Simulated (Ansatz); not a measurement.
CsCl-type ScAl (cell taken from a computed entry) was calculated with LDA (PAW; Ansatz, a program for electronic structure).

Settings: plane-wave cutoff 500 eV, 16×16×16 k mesh, Fermi–Dirac smearing 0.1 eV, scalar-relativistic PAW data made under PBE.

Computed at the level's own relaxed cell.

### Question
Predict the volume per atom and lattice constant a.

### Answer

- volume per atom: 18.11 Å³/atom
- lattice constant a: 3.308 Å

The run finds no gap.

Note: the relaxation could not lower the start's symmetry, so the cell can be a saddle point above a distorted one.

Computing time: very roughly 40 core-seconds.
